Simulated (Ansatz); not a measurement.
**rock-salt ZrN (0 0 1) on zinc-blende GaSb (0 0 1) (film strained to the substrate, faces as cut)**

A periodic stack without vacuum, rock-salt ZrN (0 0 1) on zinc-blende GaSb (0 0 1) (film strained to the substrate, faces as cut): substrate slab Ga5Sb6, film N8Zr8, surface cells [[1, 0], [1, 1]] and [[0, -1], [2, 1]], film strained by -4.4 and -4.4 %, faces Sb/Sb and NZr/NZr as cut (like faces can put a slab off its formula).

The start was prepared with a machine-learned potential, and the result is one local minimum, with the in-plane cell held and forces under 0.04 eV/Å; the film can end far from its bulk form.

Method: PBE (plane waves to 420 eV, PAW; Ansatz, an electronic-structure program). Scalar-relativistic, without spin–orbit coupling; the runs are not spin-polarised. Its k-point mesh 7×7×1, Fermi–Dirac width 0.05 eV.

- interface area: 19.3 Å²
- period: 28.05 Å
- gaps between the outermost planes at the two interfaces: 2.25 and 2.29 Å
- Sb–Zr contacts across the interfaces within 1.22 times the sum of covalent radii: 7, mean 3.26 Å

```yaml
crystal:
  lattice:
    - [4.39177, -0.00113, 0.10415]
    - [-0.00112, 4.39194, 0.09659]
    - [-0.06418, 2.08377, 28.10690]
  atoms:
    - { symbol: Ga, position: [0.12357, 0.90650, 0.21506] }
    - { symbol: Ga, position: [0.63967, 0.43474, 0.10469] }
    - { symbol: Ga, position: [0.08780, 0.76469, 0.43655] }
    - { symbol: Ga, position: [0.60795, 0.33281, 0.32581] }
    - { symbol: Ga, position: [0.60775, 0.19579, 0.54698] }
    - { symbol: Sb, position: [0.13184, 0.43990, 0.15956] }
    - { symbol: Sb, position: [0.64928, 0.98127, 0.04629] }
    - { symbol: Sb, position: [0.10013, 0.29903, 0.38115] }
    - { symbol: Sb, position: [0.61574, 0.86698, 0.27045] }
    - { symbol: Sb, position: [0.09025, 0.15585, 0.60481] }
    - { symbol: Sb, position: [0.58058, 0.72995, 0.49199] }
    - { symbol: N, position: [0.68927, 0.04597, 0.78058] }
    - { symbol: N, position: [0.18830, 0.54472, 0.78162] }
    - { symbol: N, position: [0.20415, 0.09109, 0.70652] }
    - { symbol: N, position: [0.69136, 0.59534, 0.70046] }
    - { symbol: N, position: [0.66495, 0.93882, 0.94477] }
    - { symbol: N, position: [0.16419, 0.44815, 0.95247] }
    - { symbol: N, position: [0.17547, 0.98923, 0.87246] }
    - { symbol: N, position: [0.67641, 0.48866, 0.87168] }
    - { symbol: Zr, position: [0.18928, 0.04383, 0.78436] }
    - { symbol: Zr, position: [0.68684, 0.54234, 0.78556] }
    - { symbol: Zr, position: [0.70027, 0.09496, 0.70075] }
    - { symbol: Zr, position: [0.18930, 0.60484, 0.68511] }
    - { symbol: Zr, position: [0.16255, 0.94138, 0.96465] }
    - { symbol: Zr, position: [0.66413, 0.43904, 0.95284] }
    - { symbol: Zr, position: [0.67690, 0.99102, 0.86708] }
    - { symbol: Zr, position: [0.17586, 0.49217, 0.86855] }
```
